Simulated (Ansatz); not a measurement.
Take MoSe2 in the 2H-MoS2 type structure (space group P6_3/mmc, No. 194; layered, stacked along the Cartesian z axis) as the base.

```xyz
6
Lattice="3.2278 0.0000 0.0000 -1.6139 2.7954 0.0000 0.0000 0.0000 12.3469" Properties=species:S:1:pos:R:3 pbc="T T T"
Mo     0.0000     1.8636     3.0867
Mo     1.6139     0.9318     9.2602
Se     0.0000     1.8636     7.5897
Se     1.6139     0.9318     1.4163
Se     1.6139     0.9318     4.7572
Se     0.0000     1.8636    10.9307
```

Levels (all Ansatz, an electronic-structure program, PAW): PBEsol-D3(BJ) (420 eV, no SOC); HSE06 (420 eV, spin-orbit coupling left out).

Its gap is 0.54 eV with PBEsol-D3(BJ) and 1.02 eV with HSE06.

One thing is altered: every lattice vector is stretched by 3.28 %; the atoms relax in the strained cell.

With PBEsol-D3(BJ) the gap becomes 0.72 eV.

**Question.** If the HSE06 correction stayed the same, what would the HSE06 gap be, and what does the HSE06 run give?

**Answer.** A rigid correction of +0.48 eV gives 1.20 eV. The HSE06 run gives 1.24 eV, so the correction itself changes by +0.04 eV.

Single points use the geometry relaxed with PBEsol-D3(BJ). HSE06 was sampled on its mesh, a few special points and the semilocal edge points, so its gap is an upper bound. Whether these cells are dynamically stable was not tested.
